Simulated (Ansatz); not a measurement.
Base system: BN in the wurtzite structure (space group P6_3mc, No. 186; a = 2.541 Å, c = 4.203 Å). Axes: x lies along a and z along c of the hexagonal cell.

Structures relaxed with plane-wave PAW DFT at the PBEsol level (Ansatz, a program for electronic structure, 420 eV), spin-orbit coupling left out.

Base:

Simulated powder pattern, Mo Kα, λ = 0.71073 Å (kinematic, ideal powder, no thermal factors, no anomalous dispersion; the 14 strongest lines at most, above 2 %, up to 2θ = 40°):

```json
[
 {"2θ (°)": "18.59", "I/Imax (%)": "100", "hkl": "(100)"},
 {"2θ (°)": "19.47", "I/Imax (%)": "60", "hkl": "(002)"},
 {"2θ (°)": "21.01", "I/Imax (%)": "77", "hkl": "(101)"},
 {"2θ (°)": "27.04", "I/Imax (%)": "25", "hkl": "(102)"},
 {"2θ (°)": "32.49", "I/Imax (%)": "49", "hkl": "(110)"},
 {"2θ (°)": "35.00", "I/Imax (%)": "48", "hkl": "(103)"},
 {"2θ (°)": "37.69", "I/Imax (%)": "7.1", "hkl": "(200)"},
 {"2θ (°)": "38.15", "I/Imax (%)": "27", "hkl": "(112)"},
 {"2θ (°)": "39.01", "I/Imax (%)": "6.1", "hkl": "(201)"}
]
```

Modification: the cell is compressed by 3.00 % along x with no lateral relaxation; the atoms relax in the strained cell.

After the change:

Simulated powder pattern, Mo Kα, λ = 0.71073 Å (kinematic, ideal powder, no thermal factors, no anomalous dispersion; the 14 strongest lines at most, above 2 %, up to 2θ = 40°):

| 2θ (°) | I/Imax (%) | hkl |
|---|---|---|
| 18.59 | 51 | (010) |
| 19.02 | 100 | (100) |
| 19.47 | 95 | (002) |
| 21.01 | 42 | (011) |
| 21.39 | 76 | (101) |
| 27.04 | 13 | (012) |
| 27.35 | 26 | (102) |
| 32.75 | 50 | (110) |
| 33.52 | 23 | (2 -1 0) |
| 35.00 | 26 | (013) |
| 35.24 | 50 | (103) |
| 38.38 | 28 | (112) |
| 38.60 | 6.7 | (200) |
| 39.06 | 13 | (2 -1 2) |

The indices refer to the base's conventional cell; one index is shown for lines that coincide. The space group is now Cmc2_1 (No. 36).

Whether these cells are dynamically stable was not tested.
